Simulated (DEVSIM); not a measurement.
Device: isotype n-n heterojunction Al0.1Ga0.9As/GaAs, at 250 K.

Layer 1 from the left is Al0.1Ga0.9As, thickness (μm) 0.280, Nd (cm⁻³) 3.3e16, τn (s) 5.1e-9, τp (s) 5.1e-9. Layer 2 from the left is GaAs, thickness (μm) 0.340, Nd (cm⁻³) 3.9e16, τn (s) 5.1e-9, τp (s) 5.1e-9.

Left contact: ohmic. Right contact: ohmic. Voltage is applied to the left contact. Recombination: SRH at mid-gap, Auger. Mobility is μmin + (μ − μmin)/(1 + (N/Nref)^α).

Constants are typed, rounded textbook-type inputs, not results; the design itself was drawn at random and stands for no fabricated device. Values at 300 K; Nc and Nv go as T^1.5, mobilities as T to minus their exponent, the gap by Varshni's rule with the affinity fixed.

Al0.1Ga0.9As: gap (eV) 1.5487, affinity (eV) 3.991, permittivity 12.62, Nc (cm⁻³) 5.17e17, Nv (cm⁻³) 9e18, μn (cm²/Vs) 6520, μp (cm²/Vs) 317, μn,min 500, μp,min 20, Nref,n 6e16, Nref,p 1.5e17, αn 0.39, αp 0.38, T exponent of μn 2.1, T exponent of μp 2.2, Cn (cm⁶/s) 1e-30, Cp (cm⁶/s) 1e-30, Varshni α (eV/K) 0.000541, Varshni β (K) 204. GaAs: gap (eV) 1.424, affinity (eV) 4.07, permittivity 12.9, Nc (cm⁻³) 4.7e17, Nv (cm⁻³) 9e18, μn (cm²/Vs) 8500, μp (cm²/Vs) 400, μn,min 500, μp,min 20, Nref,n 6e16, Nref,p 1.5e17, αn 0.39, αp 0.38, T exponent of μn 2.1, T exponent of μp 2.2, Cn (cm⁶/s) 1e-30, Cp (cm⁶/s) 1e-30, Varshni α (eV/K) 0.000541, Varshni β (K) 204.

DEVSIM, 1D drift-diffusion, Boltzmann statistics, complete ionisation; no tunnelling, impact ionisation, image-force lowering or self-heating. Band offsets follow the typed affinities; no thermionic-emission limit at abrupt steps, no polarisation charge.

### Question
What does the simulation give for the potential step across the device at zero bias?

### Answer
potential step across the device at zero bias 0.073 V.
